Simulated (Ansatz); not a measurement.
Candidates (primitive cells; geometry: cell and atoms relaxed with PBEsol):
A. InP (F-43m), a = b = c = 4.157 Å, α = β = γ = 60.00°
B. ZnSe (F-43m), a = b = c = 3.9835 Å, α = β = γ = 60.00°
C. MgSe (Fm-3m), a = b = c = 3.8534 Å, α = β = γ = 60.00°
D. Si (Fd-3m), a = 3.842 Å, b = 3.842 Å, c = 3.842 Å, α = 60.00°, β = 60.00°, γ = 60.00°
E. MgO (Fm-3m), a = b = c = 2.9804 Å, α = β = γ = 60.00°

Rank these by Seebeck coefficient, n-type 1e19 cm⁻³ (lowest first), as HSE06, rigid bands (Ansatz, a program for electronic structure) gives it.

D (-304 μV/K), C (-239 μV/K), E (-175 μV/K), B (-87 μV/K), A (-61 μV/K)

Seebeck coefficients are for the stated density at 300 K, with one relaxation time for all states and whether or not that doping can be reached. Spin-orbit coupling is left out.
